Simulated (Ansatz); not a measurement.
Si (diamond structure), Σ3 (111) [1-10] symmetric tilt. One Al atom replaces one Si atom in a bicrystal of 32 atoms (one solute to 26 Å² of one boundary, a high coverage); atoms relaxed, cell held. Energies count from the site farthest from both boundaries, which lies only 5.1 Å away; negative means that the solute is drawn to the site. The cell is neutral, and spin is allowed where the electrons are odd. k-points: Γ-centred 3×6×1 mesh; occupations: Fermi-Dirac, 0.050 eV; spin-polarised, moments started parallel. Scalar-relativistic, no spin-orbit coupling.

Sites tried, by distance from the nearest boundary plane (Å): 1.19, 1.19, 1.19, 1.98.

**Question.** Does Al segregate by PBE (Ansatz, an electronic-structure program), and with what energy at each site?

**Answer.** 1.19 Å: -0.03 eV; 1.19 Å: -0.03 eV; 1.19 Å: -0.03 eV; 1.98 Å: -0.02 eV. No site tried binds it by more than 0.05 eV.
